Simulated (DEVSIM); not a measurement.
Structure: Pt/Si3N4/p-Si capacitor, at 250 K.

```
layer (left to right)  material  thickness (nm)  Na (cm⁻³)
---------------------  --------  --------------  ---------
1                         Si3N4            12.0          -
2                            Si            3800     4.6e15
```

Metal gate on the left, work function 5.6 eV. Fixed charge at the semiconductor interface 2.1e11 cm⁻² (in units of +e); no interface traps.

This is a model device: material constants are rounded textbook-type values typed into the input, and sizes, dopings and lifetimes were drawn at random. Values at 300 K; Nc and Nv go as T^1.5, mobilities as T to minus their exponent, the gap by Varshni's rule with the affinity fixed.

| parameter | Si3N4 | Si |
|---|---|---|
| gap (eV) | 5.1 | 1.124 |
| affinity (eV) | 2.1 | 4.05 |
| permittivity | 7.5 | 11.7 |
| Nc (cm⁻³) | - | 2.86e19 |
| Nv (cm⁻³) | - | 3.1e19 |
| Varshni α (eV/K) | - | 0.000473 |
| Varshni β (K) | - | 636 |

Simulated with DEVSIM: 1D Poisson equation in equilibrium, Boltzmann statistics, complete ionisation; no quantum confinement or tunnelling. Metal contacts follow the ideal Schottky-Mott rule: no Fermi-level pinning, no interface dipoles.

Tabulate band edges, carrier densities and field at 1.1 V on the gate.

Energies count from the Fermi level of the right contact; mesh points crowd at the junctions.

| x (μm) | Ec (eV) | Ev (eV) | n (cm⁻³) | p (cm⁻³) | field (V/cm) |
|---|---|---|---|---|---|
| 0.000 | 2.400 | -2.700 | < 1e2 | < 1e2 | -9400 |
| 0.001336 | 2.399 | -2.701 | < 1e2 | < 1e2 | -9400 |
| 0.004051 | 2.396 | -2.704 | < 1e2 | < 1e2 | -9400 |
| 0.008075 | 2.392 | -2.708 | < 1e2 | < 1e2 | -9400 |
| 0.01126 | 2.389 | -2.711 | < 1e2 | < 1e2 | -9400 |
| 0.01236 | 0.440 | -0.696 | 3.0e10 | 220000 | 26000 |
| 0.01427 | 0.445 | -0.691 | 2.4e10 | 270000 | 26000 |
| 0.02134 | 0.463 | -0.673 | 1.0e10 | 640000 | 26000 |
| 0.03451 | 0.496 | -0.640 | 2.1e9 | 3000000 | 25000 |
| 0.06423 | 0.567 | -0.569 | 8.0e7 | 8.0e7 | 23000 |
| 0.1354 | 0.711 | -0.425 | 100000 | 6.3e10 | 18000 |
| 0.3791 | 0.938 | -0.198 | < 1e2 | 2.4e15 | 2300 |
| 0.8698 | 0.952 | -0.184 | < 1e2 | 4.6e15 | ≈ 0 |
| 1.912 | 0.952 | -0.184 | < 1e2 | 4.6e15 | ≈ 0 |
| 3.170 | 0.952 | -0.184 | < 1e2 | 4.6e15 | ≈ 0 |
| 3.538 | 0.952 | -0.184 | < 1e2 | 4.6e15 | ≈ 0 |
| 3.691 | 0.952 | -0.184 | < 1e2 | 4.6e15 | ≈ 0 |
| 3.759 | 0.952 | -0.184 | < 1e2 | 4.6e15 | ≈ 0 |
| 3.795 | 0.952 | -0.184 | < 1e2 | 4.6e15 | ≈ 0 |
| 3.805 | 0.952 | -0.184 | < 1e2 | 4.6e15 | ≈ 0 |
| 3.810 | 0.952 | -0.184 | < 1e2 | 4.6e15 | ≈ 0 |
| 3.812 | 0.952 | -0.184 | < 1e2 | 4.6e15 | ≈ 0 |
